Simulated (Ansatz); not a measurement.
Quick settings and what they miss: CuPt (R-3m, 2 atoms in the cell)

Self-consistent single point.

```yaml
crystal:
  lattice:
    - [1.34268, 0.77519, 4.18333]
    - [-1.34268, 0.77519, 4.18333]
    - [0.00000, -1.55039, 4.18333]
  atoms:
    - { symbol: Cu, position: [0.00000, 0.00000, 0.00000] }
    - { symbol: Pt, position: [0.50000, 0.50000, 0.50000] }
```

Method of the run: PBEsol, harder PAW files (source: ansatz) made with PBE (plane waves; Ansatz, a first-principles code).

Base settings: basis.ecutwfc = 700 eV; kpoints.mp_grid.grid = 10 10 10; hamiltonian.xc = pbesol; hamiltonian.pseudopotentials = {kind: paw, source: ansatz}; scf.occupations.method = gaussian; scf.occupations.width = 0.05 eV.

Tight run (finer mesh or higher cutoff; not a proven limit): basis.ecutwfc: 700 eV → 980 eV; kpoints.mp_grid.grid: 10 10 10 → 14 14 14; scf.convergence.dr2_threshold: default (1e-07 eV) → 1e-09 eV. It gave Fermi level (on the code's own zero) 21.09 eV; pressure 6.17 GPa.

Quick runs, as changes from the base:
- A: the base itself
- B: kpoints.mp_grid.grid: 10 10 10 → 4 4 4; hamiltonian.xc: pbesol → lda; scf.occupations.method: gaussian → methfessel_paxton; scf.occupations.width: 0.05 eV → 0.5 eV [LDA (PW92)]
- C: basis.ecutwfc: 700 eV → 560 eV; kpoints.mp_grid.grid: 10 10 10 → 6 6 6; kpoints.mp_grid.shift: default → 0.5 0.5 0.5
- D: basis.ecutwfc: 700 eV → 420 eV; kpoints.mp_grid.grid: 10 10 10 → 1 1 1; scf.occupations.method: gaussian → methfessel_paxton; scf.occupations.width: 0.05 eV → 0.5 eV; kpoints.mp_grid.shift: default → 0.5 0.5 0.5
- E: basis.ecutwfc: 700 eV → 490 eV; kpoints.mp_grid.grid: 10 10 10 → 4 4 4; scf.occupations.method: gaussian → cold; scf.occupations.width: 0.05 eV → 0.136 eV; scf.convergence.dr2_threshold: default (1e-07 eV) → 0.0001 eV
- F: basis.ecutwfc: 700 eV → 420 eV; kpoints.mp_grid.grid: 10 10 10 → 6 6 6; hamiltonian.xc: pbesol → lda; scf.convergence.dr2_threshold: default (1e-07 eV) → 0.0001 eV [LDA (PW92)]

Energies are extrapolated to zero smearing width, which holds to low order in the width alone.

Dashes: energy of B, F, another energy zero.

† marks runs with another functional, U, potentials or spin treatment: their distance from the tight run is not a convergence error alone.

The count of work is k-points × plane waves × bands × iterations; it is no time. 

Pressures in the table are Ansatz's without its Pulay estimate, at a fixed set of plane waves; the tight run's value above holds the estimate.

The starting cell comes from a database of computed structures (which also holds hypothetical and non-ambient phases and stackings), without a prior relaxation at this level. Its lattice was rescaled by a random factor within 2.5 % of one. Spin polarisation is off. In the base run, with a pressure of about 6 GPa the cell is away from its equilibrium volume at this level.

```csv
run,energy less tight (meV/atom),pressure less tight (GPa),count of work / tight
A,16.6,0.13,0.20
B†,–,-8.16,0.022
C,-15.1,-2.80,0.038
D,-2871.1,-129.06,0.0023
E,91.9,-18.92,0.0095
F†,–,-105.76,0.019
```

Among the runs at the tight run's level, the energy misses run from 15.1 to 2871.1 meV/atom.

Keys are those of Ansatz 0.2.
